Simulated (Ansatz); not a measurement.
SiO₂ (P4₁2₁2, No. 92) was calculated with r²SCAN-D4 (plane waves, PAW; Ansatz, an electronic-structure program).

Numerical settings: plane-wave cutoff 560 eV, 8×8×6 k mesh (along the axes of the cell as run), Fermi–Dirac smearing 0.01 eV, scalar-relativistic PAW data made under PBE.

Shape and atoms are relaxed at each volume.

The direct gap at Γ against volume; x = 100 ln(V/13.702 Å³). One gap is withheld.

| V (Å³/atom) | x | gap (eV) |
|---|---|---|
| 13.154 | -4.08 | ? |
| 13.428 | -2.02 | 6.475 |
| 13.702 | 0.00 | 6.434 |
| 13.976 | 1.98 | 6.393 |
| 14.250 | 3.92 | 6.353 |

**Question.** Fit a straight line to the rows shown, give the volume deformation potential and predict the withheld gap.

**Answer.** Means of the 4 rows: x̄ = 0.970, ȳ = 6.4138 eV. Σ(x − x̄)(y − ȳ) = -0.4030 and Σ(x − x̄)² = 19.604, so the slope is -0.0206 eV per unit of x, and dE_g/d ln V = -2.1 eV. At x = -4.08: 6.4138 + (-0.0206) × (-4.08 − (0.970)) = 6.518 eV. The run gives 6.517 eV, 0.001 eV below the line.

Note: the bulk modulus comes from volumes at which shape and atoms were relaxed.
